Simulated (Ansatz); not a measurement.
The parent structure is BeBr₂ in the fluorite structure (space group Fm-3m, No. 225; a = 6.485 Å; a hypothetical phase, not in the database extracts checked). Axes: x, y, z lie along the cube axes.

(Cell as relaxed with PBE.)

Levels (all Ansatz, an electronic-structure program, PAW): PBE (420 eV, spin-orbit coupling left out); r2SCAN (500 eV, without spin-orbit coupling).

Each level relaxes its own structure.

```csv
base,PBE,r2SCAN
volume per atom,22.72 Å³,22.64 Å³
lattice parameter a,6.485 Å,6.477 Å
band gap,0.23 eV,0.81 eV
```

It is then changed as follows: compressive biaxial strain of 0.30 % in the plane normal to [001], as in epitaxy on a mismatched substrate; the out-of-plane cell vector and the atoms relax.

| quantity | PBE | r2SCAN |
|---|---|---|
| shortest interatomic distance | 2.802 Å | 2.798 Å |
| smallest direct gap | 0.94 eV | 1.32 eV |
| band gap | 0.24 eV | 0.82 eV |
| energy relative to the base (free energy F) | +0.2 meV/atom | +0.2 meV/atom |
| hole mass | 0.28 mₑ along k, 2.4 mₑ across (at X) | 0.28 mₑ along k, 2.3 mₑ across (at X) |

PBE's shortest interatomic distance lies 0.004 Å above r2SCAN's (0.1 %); PBE's smallest direct gap lies 0.38 eV below r2SCAN's; PBE's band gap lies 0.58 eV below r2SCAN's; the two agree on the energy relative to the base. Neither level is exact; r2SCAN is the comparison here, not a measurement.

Effective masses come from finite differences of ±0.01 Å⁻¹. Along k means along the line from Γ to the band edge. No phonon test of stability was made. A zero or small gap of BeBr2 can be the functional's error rather than a property of the material.
